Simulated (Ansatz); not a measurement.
**Short convergence ladders for CoGe (Cm, 8 atoms in the cell)**

```
CELL_PARAMETERS angstrom
      5.78387    -1.84589     0.00000
      5.78387     1.84589     0.00000
     -0.79973     0.00000     4.78123
ATOMIC_POSITIONS crystal
  Co 0.00072 0.00072 0.01046
  Co 0.00000 0.00000 0.50000
  Co 0.80445 0.80445 0.67456
  Co 0.19555 0.19555 0.32544
  Ge 0.81633 0.81633 0.18170
  Ge 0.18367 0.18367 0.81830
  Ge 0.56984 0.56984 0.28241
  Ge 0.43016 0.43016 0.71759
```

Base method: LDA (PW92), default PAW files made with PBE (plane waves; Ansatz, a quantum-chemistry and plane-wave program).

Base settings: basis.ecutwfc = 420 eV; kpoints.mp_grid.grid = 3 3 3; hamiltonian.xc = lda; hamiltonian.pseudopotentials = {kind: paw} (the program's default PAW files); scf.occupations.method = gaussian; scf.occupations.width = 0.1 eV.

The count of work is k-points × plane waves × bands × iterations; it is no time. Core times come from one kind of shared machine, to one figure; runs under 30 s give none.

**The cutoff for other potential files**

Level: DFT, LDA (PW92), plane waves, harder PAW files (source: ansatz) made with PBE.

In this ladder: hamiltonian.pseudopotentials = {kind: paw, source: ansatz}.

The second cell is the first with its lattice scaled by 0.98.

The mesh stays at the base's, so the ladder's end is converged at best in this setting alone.

The first pressure column holds Ansatz's estimate of the finite-basis (Pulay) stress, which hides part of the cutoff error; the other is without it.

Only quantities that move along the ladder and can be compared are tabulated.

```tsv
basis.ecutwfc	free energy less the last step's (meV/atom)	energy of the compressed cell less the first (meV/atom)	pressure (GPa)	pressure without the Pulay estimate (GPa)	largest difference of a force vector from the last step's (eV/Å)	count of work / last	core time / last (rough)
405 eV	8781.93	12.48	-2.74	-527.46	0.723	0.11	–
495 eV	1702.90	-1.38	-4.34	-138.05	0.085	0.13	–
630 eV	100.62	14.71	-3.07	-14.98	0.036	0.21	–
765 eV	6.60	12.80	-3.30	-3.93	0.001	0.28	–
900 eV	1.99	12.80	-3.31	-3.38	0.000	0.35	0.5
1080 eV	0.93	12.79	-3.31	-3.36	0.000	0.47	0.9
1350 eV	0.19	12.78	-3.32	-3.33	0.000	0.65	1.0
1800 eV	0.00	12.78	-3.32	-3.32	0.000	1.0	1
```

Coarsest basis.ecutwfc that holds the free energy within 0.5 meV/atom of the last step, with all finer ones: 1350 eV; the step before is off by 0.93 meV/atom.

Coarsest basis.ecutwfc that holds the pressure without the Pulay estimate within 0.5 GPa of the last step, with all finer ones: 900 eV, at 0.35 of the last step's count of work; the step before is off by 0.61 GPa.

Coarsest basis.ecutwfc that holds the pressure within 0.5 GPa of the last step, with all finer ones: 630 eV, at 0.21 of the last step's count of work; the step before is off by 1.0 GPa.

The energy difference between the two cells stays within 1 meV/atom of the last step's from 765 eV on, the total only from 1080 eV on: much of the error is common to both cells and cancels.

At the lowest cutoff the pressure without the Pulay estimate lies 524 GPa under the last step's, the usual sign of Pulay stress in an incomplete plane-wave basis.

**The density cutoff**

The mesh stays at the base's, so the ladder's end is converged at best in this setting alone.

Only quantities that move along the ladder and can be compared are tabulated.

```csv
basis.ecutrho_ratio,free energy less the last step's (meV/atom),pressure (GPa),largest difference of a force vector from the last step's (eV/Å)
2,-19.67,-1.84,0.023
3,-0.44,-3.27,0.001
4,-0.01,-3.31,0.000
5,0.00,-3.31,0.000
6,0.00,-3.31,0.000
8,0.00,-3.31,0.000
10,0.00,-3.31,0.000
12,0.00,-3.31,0.000
16,0.00,-3.31,0.000
```

Coarsest basis.ecutrho_ratio that holds the forces within 0.01 eV/Å of the last step, with all finer ones: 3; the step before is off by 0.023 eV/Å.

Coarsest basis.ecutrho_ratio that holds the free energy within 1 meV/atom of the last step, with all finer ones: 3; the step before is off by 20 meV/atom.

Coarsest basis.ecutrho_ratio that holds the pressure within 0.05 GPa of the last step, with all finer ones: 3; the step before is off by 1.5 GPa.

On the base run: the starting cell comes from a database of computed structures (which also holds hypothetical and non-ambient phases and stackings), without a prior relaxation at this level. Its lattice was rescaled by up to half a per cent. One atom was moved a little off its site on purpose. Spin polarisation is off. In the base run, with a pressure of about -3 GPa the cell is away from its equilibrium volume at this level. Without a gap this mesh is coarse (it stands for a supercell whose shortest vector is 11 Å).

Keys are those of Ansatz 0.2.
